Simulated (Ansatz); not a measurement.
The cell is built on a prototype and need not be the phase stable at ambient conditions.

Data:

```
SnO2
1.0
    4.76105     0.00000     0.00000
    0.00000     5.27904     0.00000
    0.00000     0.00000     5.78851
Sn O
4 8
Cartesian
  3.57078   3.77275   0.48554
  1.19027   1.13324   5.30296
  1.19027   3.77275   3.37979
  3.57078   1.13324   2.40871
  4.67249   4.68285   2.05899
  0.08856   2.04333   3.72952
  0.08856   4.68285   4.95324
  4.67249   2.04333   0.83527
  2.46908   0.22314   0.83527
  2.29197   2.86266   4.95324
  2.29197   0.22314   3.72952
  2.46908   2.86266   2.05898
```

Space group of this cell: Pbcn. The cell was relaxed by PBE-D3(BJ); by r2SCAN its mean pressure is -4.9 GPa.

Transport runs along the normal of the first two printed cell vectors.

The gap is the functional's own. No spin-orbit coupling. Mid-gap values are interpolated on the energy grid.

Problem. Compute, with r2SCAN (Ansatz, a quantum-chemistry and plane-wave program), the band gap and the smallest decay constant κ at mid-gap.

Solution. Gap 1.82 eV on a 6×6×6 mesh; κ = 0.177 1/Å, at the zone centre.
